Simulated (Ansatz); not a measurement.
An input for Ansatz (PBEsol) and the part of its output that reports the quasi-harmonic study. Lengths are of the primitive cell. The cell was generated from a structure type, relaxed within its symmetry, and need not be the phase found at ambient conditions. The pressure is 5 GPa. The structure is held there; whether it is the stable one at that pressure was not tested.

Ansatz 0.2 input:
```yaml
crystal:
  lattice:
    - [2.7996178325, 0.0, 0.0]
    - [0.0, 2.7996178325, 0.0]
    - [0.0, 0.0, 2.7996178325]
  atoms:
    - { symbol: Al, position: [0.0, 0.0, 0.0] }
    - { symbol: Co, position: [0.5, 0.5, 0.5] }
kpoints:
  mp_grid: { grid: [12, 12, 12] }
hamiltonian:
  xc: pbesol
  pseudopotentials: { kind: paw }
scf:
  occupations: { method: methfessel_paxton, width: 0.15 }
phonons:
  method: dfpt
  qmesh: [3, 3, 3]
  temperatures: { t_max: 1000, t_step: 25 }
  thermal_expansion: { pressure: 5 }
checkpoint:
  write: run
```

```
--- Thermal expansion: 10 cells in 3 rounds, 5 GPa ---
  no lower state was reached at cell 4; its state was not examined: fill_not_monotonic
  without vibrations: a 2.79966, b 2.79966, c 2.79966 Å, V 21.9439 Å³, B 214.77 GPa
  at 0 K: a 2.80526, b 2.80526, c 2.80526 Å, V 22.0758 Å³, B 211.54 GPa
  zero-point expansion: a +0.200, b +0.200, c +0.200, V +0.601 %
      T/K        a/Å        b/Å        c/Å       V/Å³ | expansion of a, b, c, V (1e-6/K)   | that of V in the mean from 25 °C | C_P, C_V (J/mol K of the cell) | B_T, B_S (GPa)
     0.00    2.80526    2.80526    2.80526    22.0758 |    0.00    0.00    0.00    0.00 |   13.80 |     0.000     0.000 |   211.54   211.54
   100.00    2.80552    2.80552    2.80552    22.0820 |    3.07    3.07    3.07    9.21 |   19.36 |    16.424    16.400 |   211.08   211.39
   200.00    2.80698    2.80698    2.80698    22.1166 |    6.85    6.85    6.85   20.55 |   23.17 |    35.765    35.529 |   209.15   210.53
   298.15    2.80911    2.80911    2.80911    22.1670 |    8.41    8.41    8.41   25.22 |       - |    43.386    42.862 |   206.78   209.31
   375.00    2.81100    2.81100    2.81100    22.2118 |    9.06    9.06    9.06   27.19 |   26.30 |    46.401    45.641 |   204.82   208.22
   475.00    2.81364    2.81364    2.81364    22.2743 |    9.62    9.62    9.62   28.86 |   27.36 |    48.782    47.709 |   202.19   206.73
   575.00    2.81640    2.81640    2.81640    22.3401 |   10.02   10.02   10.02   30.06 |   28.20 |    50.342    48.948 |   199.50   205.18
   675.00    2.81927    2.81927    2.81927    22.4084 |   10.34   10.34   10.34   31.01 |   28.90 |    51.492    49.768 |   196.77   203.59
   775.00    2.82223    2.82223    2.82223    22.4790 |   10.61   10.61   10.61   31.84 |   29.51 |    52.421    50.357 |   194.01   201.97
   875.00    2.82526    2.82526    2.82526    22.5515 |   10.87   10.87   10.87   32.60 |   30.07 |    53.230    50.814 |   191.23   200.32
   975.00    2.82837    2.82837    2.82837    22.6260 |   11.11   11.11   11.11   33.34 |   30.59 |    53.983    51.200 |   188.40   198.64
  1000.00    2.82916    2.82916    2.82916    22.6449 |   11.18   11.18   11.18   33.53 |   30.72 |    54.167    51.290 |   187.69   198.22
  the static fit leaves 0.001 meV an atom of the energies and, of the stresses, 0.000 GPa of each cell's largest along a strain (root mean squares over the cells), whose Pulay part it has at -0.040 GPa
  vibrations' free energy: its fit passes through its cells
  the electrons' free energy at temperature is in it; its fit leaves 0.0005 meV an atom at the most
  free energies summed between the sampled wave vectors
  estimated error of the fitted expansion in any direction: up to 0.016e-6/K, at 1000 K, with few degrees of freedom (an estimate, not a bound: it was exceeded on models of known expansion)
  by sums over the sampled wave vectors an expansion of the volume parts by up to 0.60e-6/K
  by a static energy of one degree less an expansion of the volume parts by up to 0.03e-6/K
  the FFT grids of the static calculations differ: 20 × 20 × 20, 24 × 24 × 24
```

Warnings of the run: thermal_expansion_settings.

Cost: roughly 30 core-minutes.

Whether this phase is the stable one at each condition was not tested.

The PAW data sets were generated under PBE and serve the other functionals too.

Ansatz is a quantum-chemistry and plane-wave program.
